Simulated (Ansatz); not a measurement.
Start from KMgF$_{3}$ in the cubic perovskite structure (space group Pm-3m, No. 221).

```yaml
crystal:
  lattice:
    - [3.99125, 0.00000, 0.00000]
    - [0.00000, 3.99125, 0.00000]
    - [0.00000, 0.00000, 3.99125]
  atoms:
    - { symbol: K, position: [0.50000, 0.50000, 0.50000] }
    - { symbol: Mg, position: [0.00000, 0.00000, 0.00000] }
    - { symbol: F, position: [0.00000, 0.50000, 0.00000] }
    - { symbol: F, position: [0.50000, 0.00000, 0.00000] }
    - { symbol: F, position: [0.00000, 0.00000, 0.50000] }
```

Method: Ansatz (an electronic-structure program) PBEsol, without spin-orbit coupling.

For the base:

The smallest direct gap comes out as 7.44 eV, the gap character is indirect, R → Γ and the band gap is 7.12 eV. The volume per atom is 12.72 Å³.

It is then changed as follows: a hydrostatic pressure of 7.5 GPa.

**Question.** What happens to the smallest direct gap?

**Answer.** The smallest direct gap grows by 0.65 eV (7.44 eV → 8.09 eV).

**Question.** How does this affect the gap character?

**Answer.** The gap character stays indirect, R → Γ.

**Question.** How does this affect the band gap?

**Answer.** The band gap grows by 0.659 eV (7.12 eV → 7.77 eV).

**Question.** What happens to the volume per atom?

**Answer.** The volume per atom falls by 1.04 Å³ to 11.68 Å³.

Load acts through the strain it causes; cell and atoms are relaxed under it. Stability against distortions was not tested. Competing high-pressure phases were not computed.
